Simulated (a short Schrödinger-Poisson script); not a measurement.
System: MOS inversion layer, SiO2 on p-type Si(100), at 400 K.

```
layer  material  thickness (nm)  Na (cm⁻³)
-----  --------  --------------  ---------
1          SiO2             3.5          -
2            Si             430       1e18
```

The device is made up for the run: typed textbook-type constants, with dimensions and the other settings drawn at random. SiO2: permittivity 3.9, conduction-band edge (eV) 3.15, gap (eV) 9, electron mass (mₑ) 0.5. Si: permittivity 11.7, conduction-band edge (eV) 0, gap (eV) 1.124, Nv at 300 K (cm⁻³) 3.1e19.

Channel valleys (confinement mass, in-plane density-of-states mass, number): Δ2 0.916, 0.19, 2; Δ4 0.19, 0.417, 4. At the gate the conduction-band edge of layer 1 lies 3.71 eV − eVg above the Fermi level of the channel; the field vanishes at the back. Gaps are held at their typed values at every temperature. Mesh 0.03 nm at interfaces.

Solved with a short Schrödinger-Poisson script written for these runs: 1D Poisson equation in equilibrium, electrons quantum, Hartree (BenDaniel-Duke, 12 states a valley, the channel's in-plane mass for all, wave functions ending at the dielectric), parabolic valleys, classical holes, full ionisation, no traps, pinning or gate leakage.

Q: List the lowest subbands of each valley and their electrons at Vg = 3.3 V.

A: 
```csv
valley,subband,energy from the Fermi level (meV),electrons (cm⁻²),share (%)
Δ2,0,-44.4,8.39e12,74.6
Δ2,1,84.0,4.59e11,4.1
Δ2,2,164.2,4.65e10,0.4
Δ4,0,78.9,2.32e12,20.6
Δ4,1,235.6,2.58e10,0.2
Δ4,2,349.6,9.46e8,0.0
```

All electrons: 1.12e13 cm⁻².
